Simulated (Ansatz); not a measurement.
We consider CaS (model structure, F-43m, No. 216, 2 atoms in the cell), described by PBEsol in Ansatz (plane waves, PAW).

Settings: plane-wave cutoff 520 eV, 10×10×10 k mesh, Fermi–Dirac smearing 0.01 eV, scalar-relativistic PAW data made under PBE.

Cell (relaxed at this level):

```cif
data_Ca4S4
_chemical_formula_sum 'Ca4 S4'
_space_group_name_H-M_alt 'F-43m'
_space_group_IT_number 216
_space_group_name_Hall 'F -4 2 3'
_cell_length_a 6.22858
_cell_length_b 6.22858
_cell_length_c 6.22858
_cell_angle_alpha 90.000
_cell_angle_beta 90.000
_cell_angle_gamma 90.000
loop_
_atom_site_label
_atom_site_type_symbol
_atom_site_symmetry_multiplicity
_atom_site_Wyckoff_symbol
_atom_site_fract_x
_atom_site_fract_y
_atom_site_fract_z
_atom_site_occupancy
Ca1 Ca 4 a 0.00000 0.00000 0.00000 1
S1 S 4 d 0.75000 0.75000 0.75000 1
```
(The calculation used a cell of 2 atoms; values per cell refer to that cell.)

Q: What does this level give for the band gap, direct gap at Γ and bulk modulus B0?

A: 
band gap: 3.59 eV (on the SCF k mesh)
direct gap at Γ: 3.75 eV
bulk modulus B0: 41.5 GPa

Note: the bulk modulus is −V dP/dV from two relaxed cells at ±2 % in volume; the relaxation could raise the start's symmetry but not lower it, so the cell can be a saddle point.

Static lattice: no zero-point or thermal effects.

The result took roughly 8 core-seconds.

A model structure was made by putting elements into a prototype or built by hand; it is no filed structure, need not be a known phase, and can be a saddle point held by its symmetry.

Ansatz is a first-principles code.
